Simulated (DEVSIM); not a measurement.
System: abrupt Si n-p junction, at 350 K.

```csv
layer (left to right),material,thickness (μm),Nd (cm⁻³),Na (cm⁻³),τn (s),τp (s)
1,Si,0.650,1.4e17,-,7.6e-5,7.6e-5
2,Si,35.0,-,2.2e16,7.6e-5,7.6e-5
```

Left contact: ohmic. Right contact: ohmic. Voltage is applied to the left contact. Recombination: SRH at mid-gap. Gap narrowing is on: ΔEg = 6.92 meV × (l + √(l² + 0.5)), l = ln(N/1.3e17 cm⁻³), shared equally by both band edges. Mobility is constant in doping.

The device is made up for the run: typed textbook-type constants, with dimensions and the other settings drawn at random. Values at 300 K; Nc and Nv go as T^1.5, mobilities as T to minus their exponent, the gap by Varshni's rule with the affinity fixed.

```csv
parameter,Si
gap (eV),1.124
affinity (eV),4.05
permittivity,11.7
Nc (cm⁻³),2.86e19
Nv (cm⁻³),3.1e19
μn (cm²/Vs),1417
μp (cm²/Vs),470
T exponent of μn,2.3
T exponent of μp,2.2
Varshni α (eV/K),0.000473
Varshni β (K),636
```

Simulated with DEVSIM: 1D drift-diffusion, Boltzmann statistics, complete ionisation; no tunnelling, impact ionisation, image-force lowering or self-heating.

The thickness of layer 1 was swept, all else fixed.

```csv
thickness of layer 1 (μm),dark forward voltage at 100 A/cm² (V),dark forward voltage at 1 A/cm² (V)
0.13,0.803,0.472
0.23,0.790,0.489
0.39,0.778,0.503
0.65,0.767,0.516
1.1,0.757,0.527
2,0.748,0.537
3.2,0.743,0.544
```

From the first row to the last the dark forward voltage at 100 A/cm² goes from 0.803 to 0.743. From the first row to the last the dark forward voltage at 1 A/cm² goes from 0.472 to 0.544.
